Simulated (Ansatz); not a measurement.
Here is the relaxed structure of a nanostructure in its periodic cell:

```xyz
28
Lattice="5.470 0.000 0.000 0.000 3.868 0.000 0.000 0.000 31.900" Properties=species:S:1:pos:R:3 pbc="T T T"
Si     0.017     0.070     6.887
Si     1.360     0.041     8.866
Si     2.757     1.975     8.866
Si     4.099     2.004     6.887
Si     0.008     0.039    10.808
Si     1.378     0.039    12.740
Si     2.745     1.973    12.740
Si     4.112     1.973    10.807
Si     0.012     0.039    14.674
Si     1.381     0.039    16.607
Si     2.748     1.973    16.608
Si     4.115     1.973    14.673
Si     0.016     0.039    18.542
Si     1.385     0.038    20.474
Si     2.751     1.972    20.474
Si     4.118     1.973    18.541
Si     0.033     0.039    22.416
Si     1.378     0.067    24.395
Si     2.766     2.001    24.394
Si     4.107     1.973    22.414
O      1.090     0.152     5.582
O      3.024     2.086     5.583
O      0.308     0.148    25.703
O      3.839     2.079    25.699
H      1.737    -0.604     5.512
H      2.377     1.330     5.513
H     -0.335    -0.610    25.778
H      4.485     1.322    25.767
```

k-points: Γ-centred 5×7×1 mesh; occupations: Fermi-Dirac, 0.020 eV; spin polarisation not allowed. Spin-orbit coupling is left out.

 The in-plane lattice is held at the bulk value.

Problem. Is it metallic, and what gap does PBE run with Ansatz (an electronic-structure program) give?

Solution. 
- electronic character = not metallic
- Kohn-Sham band gap = 0.80 eV
- character of the gap on the mesh and a band path of the cell's zone = indirect (the cell's symmetry is low, so an edge off the path may lie nearer)
- k-point of the valence-band top (reciprocal lattice units) = (0.000, 0.000, 0.000)
- k-point of the conduction-band bottom (reciprocal lattice units) = (0.000, -0.375, 0.000)
- weight of the highest filled level on the outer atoms and the ending = 0.08
- weight of the lowest empty level on the outer atoms and the ending = 0.11
- hole mass of the top band at the zone centre = 0.31 mₑ along the first reciprocal vector, 0.11 mₑ along the second reciprocal vector
